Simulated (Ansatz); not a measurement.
The starting structures come from a database of crystals and need not be the phases stable at ambient conditions.

```
CELL_PARAMETERS angstrom
      5.93663     0.00000     0.00000
      0.00000     5.93663     0.00000
      2.96832    -2.96832     4.78566
ATOMIC_POSITIONS crystal
  Ge 0.25000 0.25000 0.50000
  Ge 0.00000 0.00000 0.00000
  Se 0.36296 0.62500 0.75000
  Se 0.62500 0.88704 0.25000
  Se 0.88704 0.12500 0.75000
  Se 0.12500 0.36296 0.25000
```

The cell is taken as given.

Transport runs along the normal of the first two printed cell vectors, the (001) plane of the conventional cell.

The gap is the functional's own, uncorrected, and κ follows it; spin-orbit coupling is left out. Mid-gap means the computed energy nearest the middle.

### Question
Estimate the band gap and the smallest decay constant κ at mid-gap that PBEsol in Ansatz (an electronic-structure program) returns for this system.

### Answer
Gap 1.60 eV on a 6×6×6 mesh; κ = 0.159 1/Å, at the zone centre.
